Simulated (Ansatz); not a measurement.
A relaxation of cell and atoms of CuAu (P4/mmm, 2 atoms in the cell) with Ansatz (an electronic-structure program).

Method: PBEsol, default PAW files made with PBE (plane waves; Ansatz).

The change in words: atoms on their sites; basis.ecutwfc: 420 eV → 630 eV; relax: default → cell and atoms. Reference geometry:
```yaml
crystal:
  lattice:
    - [2.81400, 0.00000, 0.00000]
    - [0.00000, 2.81400, 0.00000]
    - [0.00000, 0.00000, 3.68835]
  atoms:
    - { symbol: Cu, position: [0.00000, 0.00000, 0.01356] }
    - { symbol: Au, position: [0.50000, 0.50000, 0.50000] }
```

Reference input (self-consistent single point, DFT, PBEsol, plane waves, default PAW files made with PBE): basis.ecutwfc = 420 eV; kpoints.mp_grid.grid = 12 12 9; hamiltonian.xc = pbesol; hamiltonian.pseudopotentials = {kind: paw} (the program's default PAW files); scf.occupations.method = fermi_dirac; scf.occupations.width = 0.1 eV. This run's input differs from it in these lines:

Ansatz 0.2 input:
```diff
@@ -7,6 +7,6 @@
   atoms:
-    - { symbol: Cu, position: [0.00000000, 0.00000000, 0.01355600] }
+    - { symbol: Cu, position: [0.00000000, 0.00000000, 0.00000000] }
     - { symbol: Au, position: [0.50000000, 0.50000000, 0.50000000] }
 basis:
-  ecutwfc: 420.0 eV
+  ecutwfc: 630.0 eV
 kpoints:
@@ -18,2 +18,4 @@
   occupations: { method: fermi_dirac, width: 0.1 eV }
+relax:
+  cell: {}
 output:
```

Output (repeated stretches shortened):

```
   [... SCF lines of the steps left out ...]
relax step   1: F+E_penalty+E_count = -19595.98338122 eV  Δ(F+E_penalty+E_count) = +0.000e0 eV  max|allowed force component| = 9.861e-32 eV/Å  Δτ_max = 0.0000 Å  P = -4.237 GPa  Ω = 29.207 Å³  (7 SCF iters, dr2 threshold 1.00e-7 eV, accepted)
relax step   2: F+E_penalty+E_count = -19595.99278209 eV  Δ(F+E_penalty+E_count) = -9.401e-3 eV  max|allowed force component| = 3.353e-30 eV/Å  Δτ_max = 0.0000 Å  P = +1.882 GPa  Ω = 28.135 Å³  energy of the carried Pulay correction = +4.124e-5 eV  [...]
   [... lines left out ...]
relax step   6: F+E_penalty+E_count = -19595.99711485 eV  Δ(F+E_penalty+E_count) = -3.897e-5 eV  max|allowed force component| = 7.336e-29 eV/Å  Δτ_max = 0.0000 Å  P = +0.017 GPa  Ω = 28.420 Å³  energy of the carried Pulay correction = +2.894e-5 eV  [...]
relax step   7: F+E_penalty+E_count = -19595.99709136 eV  Δ(F+E_penalty+E_count) = +2.349e-5 eV  max|allowed force component| = 8.204e-29 eV/Å  Δτ_max = 0.0000 Å  P = +0.017 GPa  Ω = 28.420 Å³  stress off target by 3.82e-2 GPa  SCF on the basis [...]
basis re-selected at this cell: Δ(F+E_penalty+E_count) = +2.349e-5 eV, ΔP = -0.000 GPa vs the last step
the relaxation is at rest under the 16 symmetry operations that the run kept from its start: a minimum is not shown …
Free energy (F): -19595.997091 eV
Internal energy: -19595.976061 eV  (E = F + TS)
E sigma→0 (E₀):  -19595.986576 eV
Entropy (-TS):   -0.021030 eV (-10.515 meV/atom)
Fermi energy:    19.347410 eV
--- Forces (eV/Å), atoms counted from 1 ---
  atom   1  Cu     0.00000000     0.00000000     0.00000000
   [... lines left out ...]
to start a new deck from the relaxed geometry:
  cell:  # Å, volume = 28.4195 Å³
    - [2.835621278579071, 7.479284809597241e-34, 0.0]
    - [7.479284809597241e-34, 2.835621278579071, 0.0]
    - [0.0, 0.0, 3.5344398834650694]
  atoms:
    - { symbol: Cu, position: [-6.847442572380574e-35, 7.485735169415562e-36, 0.0] }
    - { symbol: Au, position: [0.49999999999999994, 0.49999999999999994, 0.5] }
```

The run converged.  The full log also holds: “iter 5 did not close the SCF: its close was put off for the readings that it lacked (scf_convergence_deferred on its scf_iter line)”. The full log also holds: “iter 5 did not close the SCF: its close was put off for the readings that it lacked (scf_convergence_deferred on its scf_iter line)”.

Summary of the result:
| Item | Result |
|---|---|
| Free energy E − TS (on the zero of these files) | -19595.9971 eV |
| Fermi level (on the code's own zero) | 19.35 eV |
| Pressure | 0.02 GPa |
| Final cell | a = 2.836 Å, b = 2.836 Å, c = 3.534 Å, α = 90.00°, β = 90.00°, γ = 90.00° |
| Final volume per atom | 14.21 Å³ |
| Relaxation steps | 7 |

The starting cell has typed, rounded lattice constants, without a prior relaxation at this level. Its lattice was rescaled by up to half a per cent. Spin polarisation is off. The relaxation keeps the symmetry of its start, so its end need not be a minimum. Ansatz's pressure includes its estimate of the finite-basis (Pulay) stress.

Cost on one core of a shared machine: roughly 30 s.
